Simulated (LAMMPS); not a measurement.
An MD run on SiC (zinc blende), 512 atoms, at 1740 K and 2 GPa, heated as the crystal.

All values are model results, not measurements: classical MD, pair style meam, file SiC.meam; code LAMMPS.

```csv
angle (°),"probability per degree, C-Si-C","probability per degree, Si-C-Si"
85.50,0.0000,0.0000
88.50,0.0001,0.0000
91.50,0.0003,0.0003
94.50,0.0020,0.0016
97.50,0.0066,0.0062
100.5,0.0186,0.0181
103.5,0.0405,0.0415
106.5,0.0642,0.0663
109.5,0.0763,0.0755
112.5,0.0622,0.0623
115.5,0.0390,0.0384
118.5,0.0167,0.0164
121.5,0.0055,0.0052
124.5,0.0011,0.0014
127.5,0.0001,0.0001
130.5,0.0000,0.0000
```

Read from the full data:
- state found: crystal; no diffusion seen in 21 ps
- most common C-Si-C angle: at the 3° bin centred on 109.5°, after smoothing over three bins (mean of all 109°)
- most common Si-C-Si angle: at the 3° bin centred on 109.5°, after smoothing over three bins (mean of all 109°)

Caution: a run this short can hold a crystal over, or a liquid under, the potential's own melting point, which these runs don't give.
